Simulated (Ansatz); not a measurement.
The starting structures come from a database of crystals and need not be the phases stable at ambient conditions.

Inside the gap of an insulator the Bloch states are evanescent, with a wavenumber k + iκ along the transport direction.

Consider the following.

```xyz
5
Lattice="4.1967 0.0000 0.0000 0.0000 12.9837 0.0000 2.0984 6.4919 2.0984" Properties=species:S:1:pos:R:3 pbc="T T T"
Ba     0.0000     4.4830     0.0000
Ba     0.0000     8.5007     0.0000
Zn     0.0000     0.0000     0.0000
N      0.0000     1.8269     0.0000
N      0.0000    11.1568     0.0000
```

Space group of this cell: I4/mmm. The cell is taken as given; by PBEsol its mean pressure is -2.9 GPa.

Transport runs along the normal of the first two printed cell vectors, the (100) plane of the conventional cell.

The gap is the functional's own. No spin-orbit coupling. Mid-gap values are interpolated on the energy grid.

Q: Estimate the band gap and the smallest decay constant κ at mid-gap that Ansatz (a program for electronic structure) with PBEsol returns for this system.

A: Gap 0.48 eV on a 14×14×14 mesh; κ = 0.138 1/Å, at the zone centre.
